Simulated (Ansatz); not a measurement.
Input and output of a relaxation of cell and atoms for LaAl3Cu (I4mm, 5 atoms in the cell) (Ansatz, a program for electronic structure).

Method: PBEsol, default PAW files made with PBE (plane waves; Ansatz).

The change in words: atoms on their sites; basis.ecutwfc: 30.9 Ry → 26.1 Ry; relax: default → cell and atoms. Reference geometry:
```
LaAl3Cu
1.0
   -2.12922     2.12922     5.30752
    2.12922    -2.12922     5.30752
    2.12922     2.12922    -5.30752
La Al Cu
1 3 1
Cartesian
  0.00000   0.00000  10.63521
  0.00000   0.00000   4.27669
  2.12922   0.00000   2.61714
  0.00000   2.12922   2.61714
  0.00000   0.00000   6.69618
```

Reference input (self-consistent single point, DFT, PBEsol, plane waves, default PAW files made with PBE): basis.ecutwfc = 30.9 Ry; kpoints.mp_grid.grid = 8 8 8; hamiltonian.xc = pbesol; hamiltonian.pseudopotentials = {kind: paw} (the program's default PAW files); scf.occupations.method = gaussian; scf.occupations.width = 0.0073 Ry. This run's input differs from it in these lines:

Ansatz 0.2 input:
```diff
@@ -7,3 +7,3 @@
   atoms:
-    - { symbol: La, position: [1.001900, 1.001900, 0.000000] }
+    - { symbol: La, position: [0.997190, 0.997190, 0.000000] }
     - { symbol: Al, position: [0.402890, 0.402890, 0.000000] }
@@ -13,3 +13,3 @@
 basis:
-  ecutwfc: 30.9 Ry
+  ecutwfc: 26.1 Ry
 kpoints:
@@ -21,2 +21,4 @@
   occupations: { method: gaussian, width: 0.0073 Ry }
+relax:
+  cell: {}
 output:
```

The program printed (abridged):

```
   [... SCF lines of the steps left out ...]
relax step   1: F+E_penalty+E_count = -14326.01819873 eV  Δ(F+E_penalty+E_count) = +0.000e0 eV  max|allowed force component| = 1.391e-1 eV/Å  Δτ_max = 0.0000 Å  P = -0.263 GPa  Ω = 96.249 Å³  (8 SCF iters, dr2 threshold 1.00e-7 eV, accepted)
relax step   2: F+E_penalty+E_count = -14326.02046748 eV  Δ(F+E_penalty+E_count) = -2.269e-3 eV  max|allowed force component| = 3.272e-2 eV/Å  Δτ_max = 0.0096 Å  P = -0.007 GPa  Ω = 95.984 Å³  energy of the carried Pulay correction = +1.056e-3 eV  [...]
   [... lines left out ...]
relax step   5: F+E_penalty+E_count = -14326.02064984 eV  Δ(F+E_penalty+E_count) = +1.875e-4 eV  max|allowed force component| = 1.005e-3 eV/Å  Δτ_max = 0.0010 Å  P = -0.003 GPa  Ω = 95.982 Å³  energy of the carried Pulay correction = +1.063e-3 eV  [...]
relax step   6: F+E_penalty+E_count = -14326.01950034 eV  Δ(F+E_penalty+E_count) = +1.149e-3 eV  max|allowed force component| = 9.101e-4 eV/Å  Δτ_max = 0.0000 Å  P = -0.020 GPa  Ω = 95.982 Å³  stress off target by 2.72e-2 GPa  SCF on the basis [...]
basis re-selected at this cell: Δ(F+E_penalty+E_count) = +1.149e-3 eV, ΔP = -0.017 GPa vs the last step
the relaxation is at rest under the 8 symmetry operations that the run kept from its start: a minimum is not shown …
Free energy (F): -14326.019500 eV
Internal energy: -14326.013517 eV  (E = F + TS)
E sigma→0 (E₀):  -14326.016509 eV
Entropy (-TS):   -0.005984 eV (-1.197 meV/atom)
Fermi energy:    9.923437 eV
--- Forces (eV/Å), atoms counted from 1 ---
  atom   1  La    -0.00000000     0.00000000     0.00081331
   [... lines left out ...]
  cell:  # Å, volume = 95.9817 Å³
   [... lines left out ...]
    - { symbol: La, position: [0.9970491075428954, 0.9970491075428954, -1.0817611270293395e-33] }
    - { symbol: Al, position: [0.4041023858393413, 0.4041023858393413, -9.857283985949477e-34] }
    - { symbol: Al, position: [0.24612181863244145, 0.7461218186324414, 0.5] }
    - { symbol: Al, position: [0.7461218186324414, 0.24612181863244145, 0.5] }
    - { symbol: Cu, position: [0.6306048693528798, 0.6306048693528798, 3.336824139985079e-34] }
```

The run converged. 

Summary of the result:
| Item | Result |
|---|---|
| Free energy E − TS (on the zero of these files) | -14326.0195 eV |
| Fermi level (on the code's own zero) | 9.92 eV |
| Pressure | -0.02 GPa |
| Final cell | a = 6.0971 Å, b = 6.0971 Å, c = 6.0971 Å, α = 139.16°, β = 139.16°, γ = 59.13° |
| Final volume per atom | 19.20 Å³ |
| Relaxation steps | 6 |

The starting cell comes from a database of computed structures (which also holds hypothetical and non-ambient phases and stackings), without a prior relaxation at this level. Its lattice was rescaled by up to half a per cent. Spin polarisation is off. The relaxation keeps the symmetry of its start, so its end need not be a minimum. Ansatz's pressure includes its estimate of the finite-basis (Pulay) stress. Without the estimate this run gives -0.66 GPa. The cutoff lies below the one recommended for these files.

Cost on one core of a shared machine: roughly 90 s.
